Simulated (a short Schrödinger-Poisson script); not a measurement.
Solved with a short Schrödinger-Poisson script written for these runs: 1D Poisson equation in equilibrium, electrons quantum, Hartree (BenDaniel-Duke, 12 states a valley, the channel's in-plane mass for all, wave functions ending at the dielectric), parabolic valleys, classical holes, full ionisation, no traps, pinning or gate leakage.

System: MOS inversion layer, Al2O3 on p-type Si(100), at 300 K.

```tsv
layer	material	thickness (nm)	Na (cm⁻³)
1	Al2O3	2.2	-
2	Si	540	6.2e17
```

Constants are typed, rounded textbook-type inputs, not results; the design itself was drawn at random and stands for no fabricated device. Al2O3: permittivity 9, conduction-band edge (eV) 2.7, gap (eV) 6.8, electron mass (mₑ) 0.3. Si: permittivity 11.7, conduction-band edge (eV) 0, gap (eV) 1.124, Nv at 300 K (cm⁻³) 3.1e19.

Channel valleys (confinement mass, in-plane density-of-states mass, number): Δ2 0.916, 0.19, 2; Δ4 0.19, 0.417, 4. At the gate the conduction-band edge of layer 1 lies 3.29 eV − eVg above the Fermi level of the channel; the field vanishes at the back. Gaps are held at their typed values at every temperature. Mesh 0.03 nm at interfaces.

Gate and field steps stay those of the base.

One input was changed, with this effect: centroid of the channel electrons at Vg = 1.4 V 1.38 → 1.27 nm; sheet density of all electrons at Vg = 1.4 V 9.10e12 → 8.87e12 cm⁻²; lowest subband against the Fermi level at Vg = 1.4 V -41.1 → -50.0 meV; gate voltage at 1e11 electrons/cm² 0.72 → 0.77 V.

Problem. Which change was it?
A) confinement mass of the first valley 0.916 → 1.3 mₑ
B) temperature 300 → 200 K
C) substrate doping 6.2e+17 → 1.9e+18 cm^-3

Solution. B, temperature 300 → 200 K
